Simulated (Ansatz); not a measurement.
The starting structures come from a database of crystals and need not be the phases stable at ambient conditions.

# Evanescent states of SrNiF6 (R-3m, not sure to be the ambient phase, 8 atoms a cell, 12.0 Å³ an atom) along the normal of (100)

These are r2SCAN (plane waves, PAW; Ansatz, a quantum-chemistry and plane-wave program) values and carry that method's errors.

The gap is the functional's own. No spin-orbit coupling. Mid-gap values are interpolated on the energy grid.

Energies count from the valence-band top; κ is the least over a 6×4 mesh across the current.

```json
[
 {"E (eV)": "0.06", "κ (1/Å)": "0.221", "where": "off Γ"},
 {"E (eV)": "0.17", "κ (1/Å)": "0.382", "where": "off Γ"},
 {"E (eV)": "0.28", "κ (1/Å)": "0.411", "where": "Γ"},
 {"E (eV)": "0.39", "κ (1/Å)": "0.417", "where": "Γ"},
 {"E (eV)": "0.49", "κ (1/Å)": "0.421", "where": "Γ"},
 {"E (eV)": "0.60", "κ (1/Å)": "0.424", "where": "Γ"},
 {"E (eV)": "0.71", "κ (1/Å)": "0.424", "where": "Γ"},
 {"E (eV)": "0.82", "κ (1/Å)": "0.423", "where": "Γ"},
 {"E (eV)": "0.94", "κ (1/Å)": "0.420", "where": "Γ"},
 {"E (eV)": "1.04", "κ (1/Å)": "0.414", "where": "Γ"},
 {"E (eV)": "1.16", "κ (1/Å)": "0.406", "where": "Γ"},
 {"E (eV)": "1.26", "κ (1/Å)": "0.395", "where": "Γ"},
 {"E (eV)": "1.38", "κ (1/Å)": "0.381", "where": "Γ"},
 {"E (eV)": "1.49", "κ (1/Å)": "0.363", "where": "Γ"},
 {"E (eV)": "1.59", "κ (1/Å)": "0.340", "where": "Γ"},
 {"E (eV)": "1.71", "κ (1/Å)": "0.310", "where": "Γ"},
 {"E (eV)": "1.81", "κ (1/Å)": "0.268", "where": "Γ"},
 {"E (eV)": "1.93", "κ (1/Å)": "0.208", "where": "Γ"},
 {"E (eV)": "2.04", "κ (1/Å)": "0.083", "where": "Γ"}
]
```

Question: How thick must the barrier be to attenuate the transmission by 10^4 when the electrodes' Fermi level lies at 1.93 eV, and what attenuation does that film give at 1.49 eV?

Answer: d = 4 ln 10 / (2 × 0.208) = 22.1 Å. At 1.49 eV it gives 4 × 0.363/0.208 = 7.0 decades.
